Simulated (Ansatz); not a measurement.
V_O in rutile SnO2 (start: the O site; 72-site cell, 2×2×2 shifted sampling), charge +2. Computed with PBE, PAW (plane waves to 420 eV; Ansatz, a quantum-chemistry and plane-wave program).

```
Property                                               Result
--------------------------------------------  ---------------
total energy of the defect cell               -171266.9736 eV
total energy of the perfect cell              -171815.6477 eV
μ(O) in O2 molecule in a box, atoms added −1     -564.9684 eV
Δμ(O), O-rich                                        0.000 eV
valence-band maximum on the cell's zero              8.740 eV
image correction with alignment                      0.374 eV
Fermi level above the maximum                         0.30 eV
```

Problem. Work out the formation energy.

Solution. E_f = E(defect) − E(perfect) − Σ n μ + q (E_VBM + E_F) + E_corr = 548.674 − (564.968) + (18.081) + (0.374) = 2.16 eV.
